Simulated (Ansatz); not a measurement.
```yaml
crystal:
  lattice:
    - [3.08979, 0.00000, 0.00000]
    - [-1.54489, 2.67583, 0.00000]
    - [0.00000, 0.00000, 13.85289]
  atoms:
    - { symbol: Al, position: [0.33333, 0.66667, 0.75000] }
    - { symbol: Al, position: [0.66667, 0.33333, 0.25000] }
    - { symbol: Nb, position: [0.33333, 0.66667, 0.08903] }
    - { symbol: Nb, position: [0.66667, 0.33333, 0.91097] }
    - { symbol: Nb, position: [0.66667, 0.33333, 0.58903] }
    - { symbol: Nb, position: [0.33333, 0.66667, 0.41097] }
    - { symbol: C, position: [0.00000, 0.00000, 0.00000] }
    - { symbol: C, position: [0.00000, 0.00000, 0.50000] }
```

The numbers are results of PBEsol, DFPT electron-phonon coupling, linearised Boltzmann equation (plane waves, PAW, scalar-relativistic; Ansatz, an electronic-structure program), not measurements. Geometry: relaxed with this functional, without spin-orbit coupling.

Predict the intrinsic resistivity at 300 K.

12.1 (x), 12.1 (y), 56 (z) μΩ·cm.

And the electrons' mean free path at that temperature?

9.3 (x), 9.3 (y), 7.8 (z) nm, weighted by the current that each state carries. Wires not much wider than this gain resistivity from their walls.

A metal at this level (no band gap). Only scattering by harmonic phonons is included (no impurities, grain boundaries, electron-electron scattering or thermal expansion). Spin-orbit coupling is left out. Halving the electron mesh (32x32x8) moves the resistivity by up to 12 % at 300 K, the mean free path by up to 10 %. Smearing 0.20 eV; phonons on a 5x5x1 q mesh, which this run doesn't test.

Computed structure with no diffraction record at hand here (it may be known, metastable or hypothetical): Nb2AlC (P6_3/mmc).
